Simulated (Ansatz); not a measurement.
Functionals compared on the (10-12) surface of hcp Cd in its 1x1 cell, outermost plane spacing 1.29 Å in the ideal cut, in Ansatz (plane waves, PAW). The structure was relaxed with PBE; the other rows are single points on it, each with its references at the same level. Cutoff 420 eV (500 eV for r2SCAN).

Model: 12-atom slab, 11.0 Å thick at the start, 12x5x1 mesh, Fermi-Dirac 0.1 eV, dipole correction, all atoms relaxed; held to the start's symmetry, so lower structures may exist; no spin, no spin-orbit, no U. These notes are the PBE run's.

```
functional  surface energy (J/m²)  work function of the top face (eV)         rough cost of the single point
----------  ---------------------  ----------------------------------  -------------------------------------
PBE                          0.41                                3.92                                      –
LDA                          0.72                                4.25            very roughly 4 core-minutes
PBEsol                 (withheld)                          (withheld)               roughly 2.7 core-minutes
RPBE                         0.25                                3.76  about 3 core-minutes (a rough figure)
r2SCAN                       0.57                                3.97            very roughly 6 core-minutes
```

Task: Some entries are withheld; supply them.

Result: 
- PBEsol, surface energy (J/m²): 0.62
- PBEsol, work function of the top face (eV): 4.01

Ansatz is an electronic-structure program.
